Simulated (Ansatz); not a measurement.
Consider MgS in the rock salt structure (space group Fm-3m, No. 225; a = 5.129 Å). Axes: x, y, z lie along the cube axes.

It is then changed as follows: biaxial strain +0.50 %, plane normal [001], relaxed out of plane (Cartesian); in-plane vectors clamped, the third vector and the atoms free.

Calculations: LDA (Ansatz, a first-principles code; PAW; 420 eV plane waves; no spin-orbit coupling).

**Question.** Give the band edges at the high-symmetry points of the new zone, measured from its valence-band maximum.

**Answer.** 
```json
[
 {"point": "Γ", "valence edge (eV)": "0.00", "conduction edge (eV)": "3.75"},
 {"point": "X", "valence edge (eV)": "-1.75", "conduction edge (eV)": "2.64"},
 {"point": "P", "valence edge (eV)": "-2.56", "conduction edge (eV)": "5.24"},
 {"point": "N", "valence edge (eV)": "-0.64", "conduction edge (eV)": "4.41"},
 {"point": "M", "valence edge (eV)": "-1.82", "conduction edge (eV)": "2.59"},
 {"point": "S", "valence edge (eV)": "-1.49", "conduction edge (eV)": "3.69"},
 {"point": "S₀", "valence edge (eV)": "-1.49", "conduction edge (eV)": "3.69"},
 {"point": "R", "valence edge (eV)": "-2.51", "conduction edge (eV)": "5.17"},
 {"point": "G", "valence edge (eV)": "-2.51", "conduction edge (eV)": "5.17"}
]
```

The gap is 2.59 eV, indirect, Γ → M.

No phonon test of stability was made. k-point labels follow each cell's own Brillouin zone.
